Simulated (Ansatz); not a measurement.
Base system: HgS in the zinc blende structure (space group F-43m, No. 216; a = 5.8760 Å). Axes: x, y, z lie along the cube axes.

All numbers come from Ansatz (a first-principles code), PBEsol, PAW, cutoff 420 eV, spin-orbit coupling left out, earlier PAW set.

Free-standing slabs (2 atom(s) a layer) normal to [110] with 15 Å of vacuum; in-plane cell held at bulk.

One change was made to it. Results:

The valence-band top at Γ (three highest levels, from the VBM) is 0.00, -0.10, -0.24 eV; the band gap changes from zero to 0.30 eV; the excess energy per area of both faces (slab less bulk energy over the cell's area: twice a surface energy) is 0.5 J/m² (uncertain by up to 0.09 J/m²); the gap character comes out as direct at Γ.

Question: Name the change that was made.
(A) 7 layers
(B) 6 layers
(C) 2 layers
(D) 3 layers
(E) 4 layers

Answer: A, 7 layers. For comparison, the band gap in the other runs: 6 layers gives 0.41 eV; 4 layers gives 0.70 eV; 2 layers gives 1.18 eV; 3 layers gives 0.84 eV.

The excess energy carries the mismatch between the slab's and the bulk's meshes. Spin-orbit coupling, missing from the scalar runs, can matter with Hg. Whether these cells are dynamically stable was not tested. The final runs are not spin-polarised. A zero or small gap of HgS can be the functional's error rather than a property of the material. Labels are those of the standard path for the cell's own space group.
